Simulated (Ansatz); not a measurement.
What In interstitial (started 2.65 Å from the nearest host atom) does to InAs

Start from an 8-atom supercell of InAs in the zinc blende structure (space group F-43m, No. 216; a = 6.1084 Å) at its relaxed geometry.

It is then changed as follows: one In atom is added in an open site, starting 2.65 Å from the nearest host atom, atoms relaxed at fixed cell, starting from a slightly rattled geometry.

Calculations: DFT with r2SCAN, PAW potentials and a 500 eV plane-wave cutoff in Ansatz (a first-principles code), no SOC, earlier PAW set. Γ-centred 4×4×4 mesh, Fermi–Dirac width 0.05 eV.

The pressure goes from zero to 10.2 GPa and the largest displacement of a host atom from its site in the perfect cell is 0.10 Å. The final site of the added atom amounts to 4 As at 2.75 Å and 6 In at 3.05 Å.

Final structure:

```yaml
crystal:
  lattice:
    - [-6.10838, 0.00000, 0.00000]
    - [0.00000, 0.00000, 6.10838]
    - [0.00000, 6.10838, 0.00000]
  atoms:
    - { symbol: As, position: [0.25944, 0.74124, 0.75988] }
    - { symbol: As, position: [0.73872, 0.73972, 0.24170] }
    - { symbol: As, position: [0.74022, 0.26055, 0.75958] }
    - { symbol: As, position: [0.25818, 0.25908, 0.23909] }
    - { symbol: In, position: [0.99749, 0.99872, 0.00009] }
    - { symbol: In, position: [0.49915, 0.00156, 0.50011] }
    - { symbol: In, position: [0.49912, 0.50002, 0.99998] }
    - { symbol: In, position: [0.00079, 0.50021, 0.50001] }
    - { symbol: In, position: [0.99912, 0.00010, 0.50002] }
```

In so small a cell the defect repeats every few ångströms: this is an ordered compound, not a dilute defect. The mesh was chosen for an insulator and is coarse for the gapless case. All final runs are without spin polarisation. The defect cell is not spin-polarised.
